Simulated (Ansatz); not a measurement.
# ZnCu: element substitutions

Base system: ZnCu in the CsCl type structure (space group Pm-3m, No. 221).

ZnCu is modelled in the cubic space group Pm-3m (No. 221), the CsCl type structure, Pearson symbol cP2. Cell: a = b = c = 2.9083 Å, α = β = γ = 90.00°. Zn on 1b has 8 Cu at 2.519 Å and 6 Zn at 2.908 Å. Cu on 1a sees 8 Zn at 2.519 Å and 6 Cu at 2.908 Å. (Neighbours: up to the widest gap in distance over summed covalent radii, below 1.35, at either atom.)

Each row replaces one element on all its sites; cell and atoms are relaxed.

Computed with PBEsol in Ansatz (plane waves to 420 eV, PAW, no spin-orbit coupling).

```json
[
 {"change": "base", "density": "8.71 g/cm³", "shortest interatomic distance": "2.519 Å"},
 {"change": "Cu → Sb", "density": "7.42 g/cm³", "shortest interatomic distance": "3.007 Å"},
 {"change": "Cu → Au", "density": "14.23 g/cm³", "shortest interatomic distance": "2.709 Å"},
 {"change": "Zn → Re", "density": "16.21 g/cm³", "shortest interatomic distance": "2.552 Å"}
]
```

Whether these cells are dynamically stable was not tested. As relaxed here, ZnSb and CuRe are hypothetical phases, not in the database extracts checked. All final runs are without spin polarisation. An odd electron count without spin: ZnSb, ZnCu and ZnAu. CuRe has a high density of states at the Fermi level and may be magnetic at this level.

Ansatz is a quantum-chemistry and plane-wave program.
